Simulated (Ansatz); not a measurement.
**TbC2 (I4/mmm, No. 139)**

The numbers are results of r²SCAN+rVV10 in Ansatz (plane waves, PAW), not measurements.

Numerical settings: plane-wave cutoff 500 eV, 16×16×16 k mesh, Fermi–Dirac smearing 0.05 eV, spin-polarised start, scalar-relativistic PAW data made under PBE.

Cell (relaxed at this level):

```
CELL_PARAMETERS angstrom
     -1.83092     1.83092     3.09419
      1.83092    -1.83092     3.09419
      1.83092     1.83092    -3.09419
ATOMIC_POSITIONS crystal
  Tb 0.00000 0.00000 0.00000
  C  0.60466 0.60466 0.00000
  C  0.39534 0.39534 0.00000
```

```json
{
  "volume_per_atom": "13.83 Å³/atom",
  "lattice_parameter_a": "3.662 Å",
  "lattice_parameter_c": "6.188 Å"
}
```

Note: the magnetic order was assumed, not searched for or taken from measurement; the 4f shell is treated without U or exact exchange, so its levels and filling can be wrong.

Spin–orbit coupling is not included.

Computed values are for the static lattice.

Ansatz is a first-principles code.
